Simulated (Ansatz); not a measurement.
**HfB2: stress against strain**

HfB2 (AlB2 type, P6/mmm, 9.732 Å³/atom at rest, c along z) under an equal strain ε in the (0001) plane with the normal axis free, as in a coherent film. PBEsol in Ansatz, a plane-wave DFT program (PAW, default set), 420 eV, 21×21×17 Γ-centred mesh, Fermi-Dirac smearing 0.10 eV; ions are relaxed within the symmetry of each cell. Stress is positive for a compressed cell.

Here s stands for strain and y for stress xx.

| strain (%) | stress xx (GPa) |
|---|---|
| -3.00 | ? |
| -1.50 | 9.79 |
| -1.00 | 6.40 |
| -0.50 | 3.14 |
| 0.00 | 0.00 |
| 0.50 | -3.02 |
| 1.00 | -5.93 |
| 1.50 | -8.71 |

The 7 complete rows are fitted with a straight line, y against s. Means: s 0, y 0.239. About the means, the sum of products is -43.160 and the sum of squares of s is 7.0000; the slope is their ratio. Least squares gives y = 0.239 - 6.1657·s. Residuals (row less fit): 0.302, -0.005, -0.182, -0.239, -0.176, -0.003, 0.300; standard error 0.246 (degrees of freedom: 5). The slope gives the biaxial elastic modulus of this plane = 617 ± 9 GPa.

Task: Predict the withheld y at s = -3.00 from the fit, and compare with the calculation.

Result: y = 0.239 - 6.1657 × (-3.0) = 18.736 GPa. The calculation gives 20.67 GPa, 1.934 GPa above the prediction (6.6 % of the range of y in the table). The row lies outside the fitted rows, so this is an extrapolation. From the scatter of the fitted rows alone, a prediction at this place has a standard error of 0.383 GPa, so the miss is 5.0 times that.

One order more, fitted to all 13 runs of the series, follows each within 0.02, so the miss is the next term of a smooth law. In a metal these values are sensitive to mesh and smearing; energies are taken to zero smearing, stresses follow the free energy. Rows are the converged runs of the series near zero and its far end; series whose fitted rows scatter by over a few per cent of the range, as at a crossing or softening among them, aren't shown in this form. Most that stay on the fit to the last digits aren't either.
